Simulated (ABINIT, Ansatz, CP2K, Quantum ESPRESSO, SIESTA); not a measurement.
# Code comparison for HfB₂ (P6/mmm, 3 atoms in the cell)

Self-consistent single point.

```xyz
3
Lattice="3.1797 0.0000 0.0000 -1.5898 2.7537 0.0000 0.0000 0.0000 3.5314" Properties=species:S:1:pos:R:3 pbc="T T T"
Hf     0.0000     0.0000     0.0000
B      0.0000     1.8358     1.7657
B      1.5898     0.9179     1.7657
```

All programs got the same cell, k-point mesh and kind of occupations (in Ansatz's words: kpoints.mp_grid.grid = 8 8 6; scf.occupations.method = fermi_dirac; scf.occupations.width = 0.1 eV); potentials, basis and cutoffs are each program's usual ones.

```csv
code,model,pressure (GPa),k-points,cutoff
SIESTA,"GGA PBE, numerical atomic orbitals DZP, PseudoDojo PBE standard norm-conserving potentials (rewritten from UPF to PSML)",-8.02,223,grid 350 Ry
CP2K,"PBE, GPW, DZVP-MOLOPT-SR-GTH basis, GTH-PBE potentials (GTH_POTENTIALS)",-9.50,196,grid 500 Ry
Quantum ESPRESSO,"PBE, GBRV 1.5 ultrasoft (PBE) pseudopotentials",-8.24,40,40 Ry
Ansatz,"PBE, default PAW files",-8.16,40,default
ABINIT,"PBE, norm-conserving pseudopotentials (PseudoDojo nc-sr-05 PBE standard)",-7.76,40,38 Ha
```

The spread over the programs that give each value: pressure within 1.74 GPa.

The starting cell comes from a database of computed structures (which also holds hypothetical and non-ambient phases and stackings), without a prior relaxation at this level. Its lattice was rescaled by a random factor within 2.5 % of one. On Ansatz's run: Spin-orbit coupling is off. In the base run, with a pressure of about -8 GPa the cell is away from its equilibrium volume at this level.

Why do the programs differ, and what cannot be compared?

Differences of this kind can come from the potentials, where these differ, and from what each basis and cutoff leave unconverged. The valence holds different numbers of electrons (SIESTA 18, CP2K 18, Quantum ESPRESSO 18, Ansatz (an electronic-structure program) 32, ABINIT 18). The zero of total energies and Fermi levels follows the potentials and each program's conventions, so they are not compared here. SIESTA and CP2K use small atom-centred bases, whose incompleteness enters pressures, forces and empty levels differently from a plane-wave cutoff. Ansatz's pressure is given at a fixed set of plane waves, as the other plane-wave codes print theirs; with its correction for the finite basis it is -7.99 GPa. The programs reduce the same mesh by symmetry to different extents, which changes the work and not the result. In the pressure, CP2K (by 1.34) lies more than 1 GPa from the median of the plane-wave programs.

Left out of this page: GPAW, Elk and FLEUR (not drawn, or without a comparable value).

Keys are those of Ansatz 0.2.
